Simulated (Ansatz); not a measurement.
Functionals compared on the (30-31) surface of hcp Re in its 1x1 cell, outermost plane spacing 0.39 Å in the ideal cut, in Ansatz (plane waves, PAW). The structure was relaxed with PBE; the other rows are single points on it, each with its references at the same level. Cutoff 420 eV (500 eV for r2SCAN).

Model: 28-atom slab, 10.6 Å thick at the start, 14x3x1 mesh, Fermi-Dirac 0.1 eV, dipole correction, all atoms relaxed; held to the part of the start's symmetry that mesh and held atoms allow; no spin, no spin-orbit, no U. These notes are the PBE run's.

| functional | surface energy (J/m²) | work function of the top face (eV) | rough cost of the single point |
|---|---|---|---|
| PBE | 3.13 | 4.81 | – |
| LDA | 3.65 | 5.12 | about 13 core-minutes (a rough figure) |
| PBEsol | 3.52 | 4.92 | roughly 14 core-minutes |
| RPBE | 2.92 | 4.67 | about 13 core-minutes (a rough figure) |
| r2SCAN | 3.34 | 4.86 | around 25 core-minutes (rough) |

Ansatz is an electronic-structure program.
